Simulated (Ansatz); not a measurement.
MoTe2: response to strain

The parent structure is MoTe2 (space group P6_3/mmc, No. 194; layered, stacked along the Cartesian z axis).

```
MoTe2
1.0
    3.43402     0.00000     0.00000
   -1.71701     2.97395     0.00000
    0.00000     0.00000    13.32941
Te Mo
4 2
Direct
  0.66667   0.33333   0.38621
  0.33333   0.66667   0.88621
  0.33333   0.66667   0.61379
  0.66667   0.33333   0.11379
  0.66667   0.33333   0.75000
  0.33333   0.66667   0.25000
```

Cartesian axes are those of the cell as printed.

Strains are applied to the cell and any free atomic positions relax.

Method: PBEsol-D3(BJ) (Ansatz, a first-principles code), without spin-orbit coupling.

Notes on the quantities. energy relative to the base: free energy F.

```tsv
uniaxial strain ε_zz (%)	energy relative to the base (meV/atom)
0	0.0
0.6	0.3
1.2	1.0
1.8	?
2.4	3.7
3	5.6
```

### Question
Fit ΔE = Aε² + Bε³ (ε in %) to the rows shown and predict the withheld row.

### Answer
Least squares on the printed values gives A = 0.738 and B = -0.039 meV/atom (largest residual 0.0 meV/atom); this predicts 2.2 meV/atom, and the run gives 2.2 meV/atom, in agreement.

Whether these cells are dynamically stable was not tested.
